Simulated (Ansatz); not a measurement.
**Band gap of SnO (Pmn2₁, No. 31, 4 atoms in the cell; start mp-545552; a measured phase of this formula has another space group) at several levels of theory**

No measured value is used here.

```json
[
 {"level (code)": "LDA (Ansatz)", "value (eV)": "1.20", "cell (Å³/atom)": "17.32"},
 {"level (code)": "PBEsol+SOC (Ansatz)", "value (eV)": "___", "cell (Å³/atom)": "18.72"},
 {"level (code)": "r²SCAN+SOC (Ansatz)", "value (eV)": "1.54 (indirect)", "cell (Å³/atom)": "18.72"},
 {"level (code)": "r²SCAN-D4 (Ansatz)", "value (eV)": "1.73", "cell (Å³/atom)": "19.61"},
 {"level (code)": "r²SCAN+rVV10 (Ansatz)", "value (eV)": "___", "cell (Å³/atom)": "19.03"},
 {"level (code)": "dielectric-dependent PBEsol hybrid (Ansatz)", "value (eV)": "1.95", "cell (Å³/atom)": "18.72"},
 {"level (code)": "HSE06+SOC (Ansatz)", "value (eV)": "___", "cell (Å³/atom)": "18.72"},
 {"level (code)": "PBE0 (Ansatz)", "value (eV)": "2.66", "cell (Å³/atom)": "18.72"},
 {"level (code)": "r²SCAN0 (Ansatz)", "value (eV)": "2.92", "cell (Å³/atom)": "18.72"}
]
```

**Question.** Some entries are withheld; supply them.

**Answer.** 
- PBEsol+SOC (Ansatz, a quantum-chemistry and plane-wave program), value (eV): 1.15 (indirect)
- r²SCAN+rVV10 (Ansatz), value (eV): 1.66
- HSE06+SOC (Ansatz), value (eV): 1.92 (indirect)

Computed values are for a static lattice. Levels without +SOC have no spin–orbit coupling; where heavier elements are present it shifts gaps, mostly down, and can invert bands.  r²SCAN-D4: the gap is read on the k mesh or supercell of the run alone and can be too large. r²SCAN-D4: the relaxation could not lower the start's symmetry, so the cell can be a saddle point above a distorted one. Values are at the PBE-D3(BJ) cell; LDA at the level's own relaxed cell; r²SCAN-D4 at the level's own equilibrium cell; r²SCAN+rVV10 at the level's own equilibrium cell. Cutoffs and k meshes differ between the levels. Ansatz's density-functional and Hartree–Fock values are scalar-relativistic unless marked +SOC, with PAW data made under PBE.

A start named mp-… is a Materials Project structure, which need not be a measured phase.
